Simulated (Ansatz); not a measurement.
Take ZnF$_{2}$ in the rutile structure (space group P4_2/mnm, No. 136) as the base.

```
CELL_PARAMETERS angstrom
      4.80114     0.00000     0.00000
      0.00000     4.80114     0.00000
      0.00000     0.00000     3.17490
ATOMIC_POSITIONS crystal
  Zn 0.00000 0.00000 0.00000
  Zn 0.50000 0.50000 0.50000
  F  0.30440 0.30440 0.00000
  F  0.80440 0.19560 0.50000
  F  0.19560 0.80440 0.50000
  F  0.69560 0.69560 0.00000
```

Calculations: PBE (Ansatz, an electronic-structure program), no spin-orbit coupling.

Strains are applied to the cell and any free atomic positions relax.

One change was made to it. Results:

The energy increases by 5.1 meV/atom; the valence-band top at Γ (three highest levels, from the VBM) amounts to 0.00, -0.31, -0.31 eV; the band gap increases by 0.035 eV, from 3.52 eV to 3.56 eV; the electron mass is still 0.41 mₑ along c, 0.45 mₑ across (at Γ).

Question: Which of these changes matches the shifts?
A) isotropic strain −0.60 %
B) isotropic strain −1.20 %
C) isotropic strain −2.40 %

Answer: B, isotropic strain −1.20 %. For comparison, the energy relative to the base in the other runs: isotropic strain −0.60 % gives +1.3 meV/atom; isotropic strain −2.40 % gives +21 meV/atom.

Masses are band curvatures over ±0.01 Å⁻¹ around the edge. No phonon test of stability was made.
